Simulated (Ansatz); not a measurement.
Take Lu in the hcp (Mg type) structure (space group P6_3/mmc, No. 194; a = 3.4432 Å, c = 5.3669 Å; relaxed with 0.1 eV smearing) as the base. Axes: x lies along a and z along c of the hexagonal cell.

Level of theory: PBEsol (Ansatz, a program for electronic structure, PAW, no spin-orbit coupling).

Strains are applied to the cell and any free atomic positions relax.

One change was made to it. Results:

| quantity | base | after |
|---|---|---|
| energy relative to the base (free energy F) | 0 meV/atom | +2.4 meV/atom |
| shortest interatomic distance | 3.340 Å | 3.302 Å |
| pressure (mean of the normal stresses, compression positive) | 0.0 GPa | 0.0 GPa |

### Question
Which of these changes matches the shifts?
A) tensor shear ε_xz = +0.29 %
B) tensor shear ε_xz = +1.43 %
C) tensor shear ε_xz = +0.86 %

### Answer
B, tensor shear ε_xz = +1.43 %. For comparison, the energy relative to the base in the other runs: tensor shear ε_xz = +0.29 % gives +0.1 meV/atom; tensor shear ε_xz = +0.86 % gives +0.9 meV/atom.

Stability against distortions was not tested.
